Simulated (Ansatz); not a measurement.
The parent structure is MnPbO₃ in the cubic perovskite structure (space group Pm-3m, No. 221; a = 3.8402 Å; ferromagnetic; a model cell, its experimental status unchecked). Axes: x, y, z lie along the cube axes.

Computed with r2SCAN (Ansatz, a first-principles code), no spin-orbit coupling.

Strains are applied to the cell and any free atomic positions relax.

One change was made to it. Results:

| quantity | base | after |
|---|---|---|
| largest site moment | 2.64 μB | 2.47 μB |
| energy relative to the base (free energy F) | 0 meV/atom | +72 meV/atom |
| pressure | 0.0 GPa | 23.7 GPa |

Q: What was done to the base?
(A) isotropic strain −3.27 %
(B) tensor shear ε_xy = −1.57 %
(C) isotropic strain −0.66 %
(D) tensor shear ε_xz = +1.15 %

A: A, isotropic strain −3.27 %. For comparison, the energy relative to the base in the other runs: tensor shear ε_xz = +1.15 % gives +2.1 meV/atom; tensor shear ε_xy = −1.57 % gives +3.8 meV/atom; isotropic strain −0.66 % gives +2.6 meV/atom.

Without a gap, meshes like the base's 12×12×12 leave anisotropic stresses uncertain by several tenths of a GPa, and small strain energies with them. No phonon test of stability was made. No Hubbard U is applied and the magnetic state is the run's own (MnPbO3 ferromagnetic); other magnetic orders, which need larger cells, were not tried and can change the gap. Many cubic perovskites are stable only at high temperature; tilts and polar distortions were not tested.
